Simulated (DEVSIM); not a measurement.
Structure: isotype n-n heterojunction In0.52Al0.48As/In0.53Ga0.47As, at 300 K.

```tsv
layer (left to right)	material	thickness (μm)	Nd (cm⁻³)	τn (s)	τp (s)
1	In0.52Al0.48As	0.110	1.1e17	5.8e-8	5.8e-8
2	In0.53Ga0.47As	0.460	5.8e15	5.8e-8	5.8e-8
```

Left contact: ohmic. Right contact: ohmic. Voltage is applied to the left contact. Recombination: SRH at mid-gap, radiative, Auger. Mobility is μmin + (μ − μmin)/(1 + (N/Nref)^α).

The device is made up for the run: typed textbook-type constants, with dimensions and the other settings drawn at random. Values at 300 K.

```tsv
parameter	In0.52Al0.48As	In0.53Ga0.47As
gap (eV)	1.45	0.74
affinity (eV)	4	4.51
permittivity	12.5	13.9
Nc (cm⁻³)	5.1e17	2.1e17
Nv (cm⁻³)	1.1e19	7.7e18
μn (cm²/Vs)	4000	12000
μp (cm²/Vs)	75	300
μn,min	800	300
μp,min	10	10
Nref,n	3e16	1.3e17
Nref,p	1e17	4.9e17
αn	1.1	0.48
αp	0.6	0.4
B (cm³/s)	1e-10	9.6e-11
Cn (cm⁶/s)	1e-30	5e-29
Cp (cm⁶/s)	1e-30	5e-29
```

Model (solved in DEVSIM): 1D drift-diffusion, Boltzmann statistics, complete ionisation; no tunnelling, impact ionisation, image-force lowering or self-heating. Band offsets follow the typed affinities; no thermionic-emission limit at abrupt steps, no polarisation charge.

### Question
Give the dark forward current.

### Answer

```tsv
V (V)	J (A/cm²)
0.05	0.26
0.15	0.40
0.25	0.52
0.35	0.65
0.45	0.79
0.55	0.94
0.65	1.1
0.75	1.3
0.85	1.5
0.95	1.7
1.10	2.0
1.20	2.3
1.30	2.6
1.40	2.9
1.50	3.2
1.60	3.6
1.70	3.9
1.80	4.4
1.90	4.8
2.00	5.2
```
